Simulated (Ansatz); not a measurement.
Checking a run of Ansatz (a program for electronic structure) on Ta2P (P4/nmm, 6 atoms in the cell). The aim is a self-consistent single point with DFT, LDA (PW92), plane waves, default PAW files made with PBE.

Cell that was meant: a = 4.2382 Å, b = 4.2382 Å, c = 6.4668 Å, α = 90.00°, β = 90.00°, γ = 90.00°.

Part of the input:

Ansatz 0.2 input:
```yaml
# Ta2P
crystal:
  lattice:
    - [2.242757, 0.000000, 0.000000]
    - [0.000000, 2.242757, 0.000000]
    - [0.000000, 0.000000, 3.422103]
  atoms:
    - { symbol: Ta, position: [0.000000, 0.000000, 0.000000] }
    - { symbol: Ta, position: [0.500000, 0.500000, 0.000000] }
    - { symbol: Ta, position: [0.500000, 0.000000, 0.270000] }
    - { symbol: Ta, position: [0.000000, 0.500000, 0.730000] }
    - { symbol: P, position: [0.500000, 0.000000, 0.700000] }
    - { symbol: P, position: [0.000000, 0.500000, 0.300000] }
kpoints:
  mp_grid: { grid: [4, 4, 3] }
hamiltonian:
```

Log, with long lists cut:

```
WARN basis.ecutwfc = 420 eV, the default
WARN ansatz: RAYON_NUM_THREADS=1 ignored (pool sized by the plan → 1); use --threads N
   [... lines left out ...]
PAW frozen core: P, regenerated for the run's functional, and the local potential with it
Initial density: superposition of atomic densities (neutral atoms: chi_scale 0, normalization atom), corrected by the library's trained network
Initial wavefunctions: pseudopotential atomic-orbital guess
Eigensolver: davidson
Functional: x = slater, c = lda
SCF iter   1: F=—  HF=-83725.976783 eV  |F-HF|=—  |Δ(HF+E_count)|=         —  Δρ=1.29e1  dr2=5.72e4  ethr=1.77e-3  ⟨swp⟩=65.8  Hψ=14911  notcnv=0  defer=52
all-band conjugate gradients solve this SCF's bands
preconditioner: auto → LDOS
SCF iter   2: F=—  HF=-54925.093263 eV  |F-HF|=—  |Δ(HF+E_count)|=    2.88e4  S|Δr|=    0.00e0  Δρ=8.59e0  dr2=2.97e4  ethr=1.77e-3  ⟨swp⟩=46.0  Hψ=20463  notcnv=166  defer=81
   [... lines left out ...]
SCF iter  12: F=—  HF=-39417.229822 eV  |F-HF|=—  |Δ(HF+E_count)|=   3.98e-4  S|Δr|=    0.00e0  Δρ=6.09e-4  dr2=8.14e-5  ethr=2.30e-6  ⟨swp⟩=3.4  Hψ=805  notcnv=0  defer=16
SCF iter  13: F=—  HF=-39417.229794 eV  |F-HF|=—  |Δ(HF+E_count)|=   2.80e-5  S|Δr|=    0.00e0  Δρ=5.59e-5  dr2=1.44e-7  ethr=1.31e-7  ⟨swp⟩=3.6  Hψ=1035  notcnv=0  defer=16
SCF iter  14: F=-39417.229794 eV  HF=-39417.229794 eV  |F-HF|=2.73e-8  |Δ(HF+E_count)|=   3.21e-7  S|Δr|=    0.00e0  Δρ=1.18e-5  dr2=2.87e-8  ethr=1.61e-10  ⟨swp⟩=25.9  Hψ=4855  notcnv=0
SCF 1 converged in 14 iterations: F = -39417.229794 eV  dr2 = 2.87e-8
Stability not checked (fill_not_monotonic)
Free energy (F): -39417.229794 eV
Internal energy: -39417.237457 eV  (E = F + TS)
E sigma→0 (E₀):  -39417.232348 eV
Entropy (-TS):   0.007663 eV (1.277 meV/atom)
Fermi energy:    101.384720 eV
--- Forces (eV/Å), atoms counted from 1 ---
  atom   1  Ta     0.00000000     0.00000000     0.00000000
  atom   2  Ta     0.00000000     0.00000000     0.00000000
  atom   3  Ta     0.00000000     0.00000000   392.49589326
   [... lines left out ...]
  atom   6  P      0.00000000     0.00000000    91.73121037
--- Stress (GPa, compression-positive) ---
    14561.678906       0.000000       0.000000
        0.000000   14561.678906       0.000000
        0.000000       0.000000   14183.997931
  P = ⅓ Tr σ = 14435.7852 GPa (144357.852 kbar)
  The stress holds the Pulay correction. Without it, at fixed plane waves, as pw.x and ABINIT print it: P = 14421.9565 GPa
```

### Question
Is anything amiss in this input, and did it matter?

### Answer
The run is not sound. The fault is this: lattice multiplied by the bohr radius once too often. Bohr and ångström differ by a factor of 1.89; the cell that the program reads is then far too large or far too small. To fix it, give the lengths in the unit that the key or card expects. The run converged in 14 iterations without an error; against the sound input the free energy goes up by 127 eV/atom, the pressure goes from -13.77 to 14440 GPa and the largest force goes from 2.897 to 392.5 eV/Å.

The sound input it was made from differs as follows (other fixes are possible):
```diff
-    - [2.242757, 0.000000, 0.000000]
-    - [0.000000, 2.242757, 0.000000]
-    - [0.000000, 0.000000, 3.422103]
+    - [4.238197, 0.000000, 0.000000]
+    - [0.000000, 4.238197, 0.000000]
+    - [0.000000, 0.000000, 6.466837]
```

With that input, the run converged in 7 iterations: free energy E − TS (on the zero of these files) -40181.0368 eV; Fermi level (on the code's own zero) 14.06 eV; pressure -13.77 GPa; largest force (vector length) 2.897 eV/Å (DFT, LDA (PW92), plane waves, default PAW files made with PBE).

On the sound input: the starting cell was generated: these elements placed on a structure prototype, without a prior relaxation; it need not be a known phase or ordering of this composition. Spin-orbit coupling is off. Spin polarisation is off. With a pressure of about -14 GPa the cell is away from its equilibrium volume at this level. Forces in this geometry exceed 1 eV/Å. Ansatz's pressure includes its estimate of the finite-basis (Pulay) stress. Without a gap this mesh is coarse (it stands for a supercell whose shortest vector is 17 Å).
